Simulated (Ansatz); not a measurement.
Refining one setting for Bi₂Pt₃S₂ (I2_13, 14 atoms in the cell)

```
CELL_PARAMETERS angstrom
     -4.20555     4.20555     4.20555
      4.20555    -4.20555     4.20555
      4.20555     4.20555    -4.20555
ATOMIC_POSITIONS crystal
  Bi 0.50000 0.00000 0.48640
  Bi 0.01360 0.01360 0.01360
  Bi 0.00000 0.48640 0.50000
  Bi 0.48640 0.50000 0.00000
  Pt 0.25000 0.53670 0.28670
  Pt 0.75000 0.96330 0.21330
  Pt 0.28670 0.25000 0.53670
  Pt 0.21330 0.75000 0.96330
  Pt 0.53670 0.28670 0.25000
  Pt 0.96330 0.21330 0.75000
  S  0.94840 0.50000 0.00000
  S  0.00000 0.94840 0.50000
  S  0.55160 0.55160 0.55160
  S  0.50000 0.00000 0.94840
```

Method of the run: LDA (PW92), default PAW files made with PBE (plane waves; Ansatz, a first-principles code).

The starting cell comes from a database of published, mostly measured structures (it also holds non-ambient and calculated ones), without a prior relaxation at this level. Spin polarisation is off. In the base run, with a pressure of about -3 GPa the cell is away from its equilibrium volume at this level. Ansatz's pressure includes its estimate of the finite-basis (Pulay) stress.

Held fixed: kpoints.mp_grid.grid = 3 3 3; hamiltonian.xc = lda; hamiltonian.pseudopotentials = {kind: paw} (the program's default PAW files); scf.occupations.method = methfessel_paxton; scf.occupations.width = 0.1 eV.

ΔF is the free energy per atom less that of the last row (840 eV).

The first pressure column holds Ansatz's estimate of the finite-basis (Pulay) stress, which hides part of the cutoff error; the other is without it.

```json
[
 {"basis.ecutwfc": "170 eV", "ΔF (meV/atom)": "21300.7", "pressure (GPa)": "-14.79", "largest force (eV/Å)": "1.252", "pressure at a fixed set of plane waves (GPa)": "-654.32", "plane waves": "1481", "iterations": "8"},
 {"basis.ecutwfc": "210 eV", "ΔF (meV/atom)": "4892.4", "pressure (GPa)": "-3.32", "largest force (eV/Å)": "0.777", "pressure at a fixed set of plane waves (GPa)": "-200.15", "plane waves": "2093", "iterations": "7"},
 {"basis.ecutwfc": "250 eV", "ΔF (meV/atom)": "992.7", "pressure (GPa)": "-3.14", "largest force (eV/Å)": "0.459", "pressure at a fixed set of plane waves (GPa)": "-55.44", "plane waves": "2659", "iterations": "7"},
 {"basis.ecutwfc": "295 eV", "ΔF (meV/atom)": "129.4", "pressure (GPa)": "-2.93", "largest force (eV/Å)": "0.449", "pressure at a fixed set of plane waves (GPa)": "-12.44", "plane waves": "3463", "iterations": "6"},
 {"basis.ecutwfc": "335 eV", "ΔF (meV/atom)": "14.6", "pressure (GPa)": "-3.07", "largest force (eV/Å)": "0.493", "pressure at a fixed set of plane waves (GPa)": "-4.43", "plane waves": "4093", "iterations": "6"},
 {"basis.ecutwfc": "380 eV", "ΔF (meV/atom)": "2.3", "pressure (GPa)": "-3.13", "largest force (eV/Å)": "0.503", "pressure at a fixed set of plane waves (GPa)": "-3.22", "plane waves": "5017", "iterations": "6"},
 {"basis.ecutwfc": "420 eV", "ΔF (meV/atom)": "1.45", "pressure (GPa)": "-3.14", "largest force (eV/Å)": "0.504", "pressure at a fixed set of plane waves (GPa)": "-3.17", "plane waves": "5775", "iterations": "6"},
 {"basis.ecutwfc": "485 eV", "ΔF (meV/atom)": "0.59", "pressure (GPa)": "-3.15", "largest force (eV/Å)": "0.505", "pressure at a fixed set of plane waves (GPa)": "-3.16", "plane waves": "7155", "iterations": "6"},
 {"basis.ecutwfc": "545 eV", "ΔF (meV/atom)": "0.32", "pressure (GPa)": "-3.15", "largest force (eV/Å)": "0.505", "pressure at a fixed set of plane waves (GPa)": "-3.15", "plane waves": "8589", "iterations": "6"},
 {"basis.ecutwfc": "630 eV", "ΔF (meV/atom)": "0.13", "pressure (GPa)": "-3.15", "largest force (eV/Å)": "0.505", "pressure at a fixed set of plane waves (GPa)": "-3.15", "plane waves": "10761", "iterations": "6"},
 {"basis.ecutwfc": "735 eV", "ΔF (meV/atom)": "0.05", "pressure (GPa)": "-3.15", "largest force (eV/Å)": "0.505", "pressure at a fixed set of plane waves (GPa)": "-3.15", "plane waves": "13451", "iterations": "6"},
 {"basis.ecutwfc": "840 eV", "ΔF (meV/atom)": "0.00", "pressure (GPa)": "-3.15", "largest force (eV/Å)": "0.505", "pressure at a fixed set of plane waves (GPa)": "-3.15", "plane waves": "16415", "iterations": "6"}
]
```

Energy within 5 meV/atom of the last row: from basis.ecutwfc = 380 eV on; the one before it is off by 15 meV/atom.

Largest force within 0.02 eV/Å of the last row: from basis.ecutwfc = 335 eV on; the one before it is off by 0.057 eV/Å. The value it settles on is 0.505 eV/Å at this level of theory and with the other settings as held.

Keys are those of Ansatz 0.2.
